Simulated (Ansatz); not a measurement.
Base system: P in the black-P type structure (space group Cmce, No. 64; layered, stacked along the Cartesian y axis).

```
P
1.0
    1.65108    -5.34538     0.00000
    1.65108     5.34538     0.00000
    0.00000     0.00000     4.46666
P
4
Cartesian
  1.65108   1.05920   2.61344
  1.65108  -1.05920   1.85322
  1.65108  -4.28618   4.08655
  1.65108   4.28618   0.38011
```

Levels (all Ansatz, a quantum-chemistry and plane-wave program, PAW): r2SCAN+rVV10 (500 eV, spin-orbit coupling left out); HSE06 (420 eV, no spin-orbit coupling).

The geometry is relaxed with r2SCAN+rVV10.

| Property | Result |
|---|---|
| r2SCAN+rVV10 band gap | zero |

Predict the band gap from HSE06.

The band gap goes from zero to 0.41 eV.

Single points use the geometry relaxed with r2SCAN+rVV10. HSE06 was sampled on its mesh, a few special points and the semilocal edge points, so its gap is an upper bound. Stability against distortions was not tested. Gaps under 0.05 eV, about the width of the smearing, are given as zero. A zero or small gap of P can be the functional's error rather than a property of the material.
